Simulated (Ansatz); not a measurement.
**Element substitutions in MoSe2**

Consider MoSe2 in the 2H-MoS2 type structure (space group P6_3/mmc, No. 194; layered, stacked along the Cartesian z axis).

```xyz
6
Lattice="3.2277 0.0000 0.0000 -1.6138 2.7952 0.0000 0.0000 0.0000 12.3457" Properties=species:S:1:pos:R:3 pbc="T T T"
Mo     0.0000     1.8635     3.0864
Mo     1.6138     0.9317     9.2593
Se     0.0000     1.8635     7.5888
Se     1.6138     0.9317     1.4160
Se     1.6138     0.9317     4.7569
Se     0.0000     1.8635    10.9298
```

Each row replaces one element on all its sites; cell and atoms are relaxed.

Method: PBEsol-D3(BJ) (Ansatz, a first-principles code), scalar-relativistic without spin-orbit coupling, earlier PAW set.

**Question.** Only one of these has no band gap. Which?
A) Mo → W
B) Se → Te
C) Mo → Re

**Answer.** C, Mo → Re. Computed: Mo → W: 0.68 eV; Mo → Re: zero; Se → Te: 0.33 eV

With Te and W present, leaving out spin-orbit coupling can change the band edges. Stability against distortions was not tested. As relaxed here, ReSe2 is a hypothetical phase, not in the database extracts checked. All final runs are without spin polarisation. ReSe2 has a high density of states at the Fermi level and may be magnetic at this level.
